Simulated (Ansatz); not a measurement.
We consider HfCdO3 (model structure, started from the tetragonal perovskite type, P4mm, No. 99, 5 atoms in the cell), described by PBEsol in Ansatz (PAW).

Numerical settings: plane-wave cutoff 520 eV, 14×14×14 k mesh, Fermi–Dirac smearing 0.05 eV, scalar-relativistic PAW data made under PBE.

Cell (relaxed with PBEsol):

Space group P4mm (No. 99); a = b = 4.0689 Å, c = 4.1929 Å, α = β = γ = 90.00°

```csv
atom,site,symmetry,x,y,z
Hf,1b,4mm,0.5000,0.5000,0.4299
Cd,1a,4mm,0.0000,0.0000,0.0736
O,1b,4mm,0.5000,0.5000,0.8978
O,2c,2mm.,0.0000,0.5000,0.3524
```

Give the computed band gap.


- band gap = 0.39 eV (on the SCF k mesh)

Note: the relaxation could raise the start's symmetry but not lower it, so the cell can be a saddle point.

Spin–orbit coupling is not included.

Computed values are for the static lattice.

A model structure was made by putting elements into a prototype or built by hand; it is no filed structure, need not be a known phase, and can be a saddle point held by its symmetry.

Ansatz is a quantum-chemistry and plane-wave program.
